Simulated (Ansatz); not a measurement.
# A computed series for InHO2: pressure series

Start from InHO₂ (space group Pnnm, No. 58; a cell from a computed database, its experimental status unchecked).

```cif
data_H2In2O4
_chemical_formula_sum 'In2 H2 O4'
_space_group_name_H-M_alt 'Pnnm'
_space_group_IT_number 58
_space_group_name_Hall '-P 2 2n'
_cell_length_a 4.52130
_cell_length_b 5.28244
_cell_length_c 3.28735
_cell_angle_alpha 90.000
_cell_angle_beta 90.000
_cell_angle_gamma 90.000
loop_
_atom_site_label
_atom_site_type_symbol
_atom_site_symmetry_multiplicity
_atom_site_Wyckoff_symbol
_atom_site_fract_x
_atom_site_fract_y
_atom_site_fract_z
_atom_site_occupancy
In1 In 2 a 0.00000 0.00000 0.00000 1
H1 H 2 c 0.00000 0.50000 0.00000 1
O1 O 4 g 0.22100 0.36895 0.00000 1
```

Cell and atoms are relaxed at each pressure.

Levels (all Ansatz, a quantum-chemistry and plane-wave program, PAW): PBEsol (420 eV, scalar-relativistic without spin-orbit coupling); HSE06 (420 eV, no SOC).

Band gaps by level, all at the geometries relaxed with PBEsol:

```tsv
case	PBEsol	HSE06
base	1.98 eV	3.66 eV
pressure −1 GPa	1.94 eV	(withheld)
pressure 0.3 GPa	1.99 eV	3.67 eV
pressure 0.7 GPa	2.01 eV	3.69 eV
pressure 1.5 GPa	2.04 eV	3.72 eV
pressure 3 GPa	2.10 eV	3.79 eV
pressure 7.5 GPa	2.26 eV	3.98 eV
pressure 10 GPa	2.34 eV	(withheld)
```

Problem. What belongs in the blanks?

Solution. 
- pressure −1 GPa, HSE06: 3.61 eV
- pressure 10 GPa, HSE06: 4.08 eV

Single points use the geometry relaxed with PBEsol. Load acts through the strain it causes; cell and atoms are relaxed under it. Whether these cells are dynamically stable was not tested. No other phases were tried under pressure.
